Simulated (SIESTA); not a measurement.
SIESTA run on NaF (Fm-3m, 2 atoms in the cell): self-consistent single point.

Level of theory: SIESTA with GGA PBE, numerical atomic orbitals TZP, PseudoDojo PBE standard norm-conserving potentials (rewritten from UPF to PSML).

The change in words: lattice scaled by 0.98. Reference geometry:
```xyz
2
Lattice="0.0000 2.2905 2.2905 2.2905 0.0000 2.2905 2.2905 2.2905 0.0000" Properties=species:S:1:pos:R:3 pbc="T T T"
Na     0.0000     0.0000     0.0000
F      2.2905     2.2905     2.2905
```

Reference input (self-consistent single point, DFT, GGA PBE, numerical atomic orbitals TZP, PseudoDojo PBE standard norm-conserving potentials (rewritten from UPF to PSML)): XC.functional = GGA; XC.authors = PBE; potentials = PseudoDojo PBE standard; PAO.BasisSize = TZP; PAO.EnergyShift = 0.005 Ry; MeshCutoff = 400 Ry; kgrid.MonkhorstPack = 6 6 6; OccupationFunction = FD; ElectronicTemperature = 20 meV; MaxSCFIterations = 150; SCF.Mixer.Method = Pulay; SCF.Mixer.Weight = 0.1. This run's input differs from it in these lines:

```diff
@@ -12,5 +12,5 @@
 %block LatticeVectors
-     0.000000000    2.290467000    2.290467000
-     2.290467000    0.000000000    2.290467000
-     2.290467000    2.290467000    0.000000000
+     0.000000000    2.244658000    2.244658000
+     2.244658000    0.000000000    2.244658000
+     2.244658000    2.244658000    0.000000000
 %endblock LatticeVectors
@@ -19,3 +19,3 @@
      0.000000000    0.000000000    0.000000000  1
-     2.290467000    2.290467000    2.290467000  2
+     2.244658000    2.244658000    2.244658000  2
 %endblock AtomicCoordinatesAndAtomicSpecies
```

The program printed (abridged):

```
        iscf     Eharris(eV)        E_KS(eV)     FreeEng(eV)     dDmax    Ef(eV) dHmax(eV)
   scf:    1    -1914.072650    -1916.621605    -1916.621605  0.761589 -7.212810  6.411080
   scf:    2    -1917.202467    -1916.923994    -1916.923994  0.072932 -7.501489  4.875626
   scf:    3    -1917.478224    -1917.345850    -1917.345850  0.256188 -8.532807  0.756520
   scf:    4    -1917.093028    -1917.259792    -1917.259792  0.133476 -9.004714  2.304799
   scf:    5    -1917.377125    -1917.323887    -1917.323887  0.049898 -9.058864  1.306124
   scf:    6    -1917.362591    -1917.353768    -1917.353768  0.071079 -9.115662  0.090389
   scf:    7    -1917.353821    -1917.353795    -1917.353795  0.002933 -9.096681  0.087024
   scf:    8    -1917.354005    -1917.353917    -1917.353917  0.003904 -9.080154  0.032144
   scf:    9    -1917.353943    -1917.353936    -1917.353936  0.001659 -9.074855  0.000147
   scf:   10    -1917.353936    -1917.353936    -1917.353936  0.000003 -9.074863  0.000192
SCF Convergence by DM+H criterion
max |DM_out - DM_in|         :     0.0000025842
max |H_out - H_in|      (eV) :     0.0001919626
SCF cycle converged after 10 iterations

Using DM_out to compute the final energy and forces

siesta: E_KS(eV) =            -1917.3539

siesta: E_KS - E_eggbox =     -1917.3539

siesta: Atomic forces (eV/Ang):
     1   -0.000000   -0.000000   -0.000000
     2    0.000000   -0.000000    0.000000
   Tot   -0.000000   -0.000000   -0.000000
   Max    0.000000
   Res    0.000000    sqrt( Sum f_i^2 / 3N )
   Max    0.000000    constrained

Stress tensor Voigt[x,y,z,yz,xz,xy] (kbar):      -72.71      -72.71      -72.71       -0.33       -0.33       -0.33
(Free)E + p*V (eV/cell)    -1916.3274
Target enthalpy (eV/cell)    -1917.3539

siesta: Program's energy decomposition (eV):
siesta: FreeEng =     -1917.353936

   [... lines left out ...]
siesta:    -0.045382   -0.000203   -0.000203
siesta:    -0.000203   -0.045382   -0.000203
siesta:    -0.000203   -0.000203   -0.045382

siesta: Cell volume =         22.619372 Ang**3

siesta: Pressure (static):
siesta:                Solid            Molecule  Units
siesta:           0.00049428          0.00049428  Ry/Bohr**3
siesta:           0.04538234          0.04538234  eV/Ang**3
siesta:          72.71051756         72.71051756  kBar
```

The run converged in 10 iterations. Against the reference run the free energy goes up by 21.0 meV/atom, the pressure goes from 2.78 to 7.27 GPa and the gap on the mesh goes from 6.379 to 6.743 eV.

The starting cell comes from a database of computed structures (which also holds hypothetical and non-ambient phases and stackings), without a prior relaxation at this level. Its lattice was rescaled by a random factor within 2.5 % of one. For this run, on top of that: lattice scaled by 0.98. Values carry the incompleteness of an atom-centred basis. With a pressure of about 7 GPa the cell is away from its equilibrium volume at this level.
